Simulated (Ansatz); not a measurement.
Take VPt3 in the Cu3Au type structure (space group Pm-3m, No. 221; a = 3.8707 Å; ferromagnetic; relaxed with 0.1 eV smearing) as the base. Axes: x, y, z lie along the cube axes.

Level of theory: PBEsol (Ansatz, a quantum-chemistry and plane-wave program; PAW; 420 eV plane waves; no SOC).

For the base:

```
Property                         Value
-----------------------------  -------
Shortest interatomic distance  2.737 Å
```

The change: uniaxial stress, 5 GPa tension along x, with the cell and atoms free to relax against it.

Question: What does the calculation give for the secant Young's modulus along x after the change?

Answer: The secant Young's modulus along x amounts to 250 GPa.

Question: Estimate the effect on the mean lateral Poisson ratio.

Answer: The mean lateral Poisson ratio amounts to 0.33.

Question: Predict the new energy relative to the base.

Answer: The energy goes up by 4.5 meV/atom.

Question: Estimate the effect on the shortest interatomic distance.

Answer: The shortest interatomic distance drops by 0.018 Å (2.737 Å → 2.719 Å).

Other magnetic orders, which the real material may have, were not ruled out. Load acts through the strain it causes; cell and atoms are relaxed under it. Beyond what the load breaks, stability against distortions was not tested.
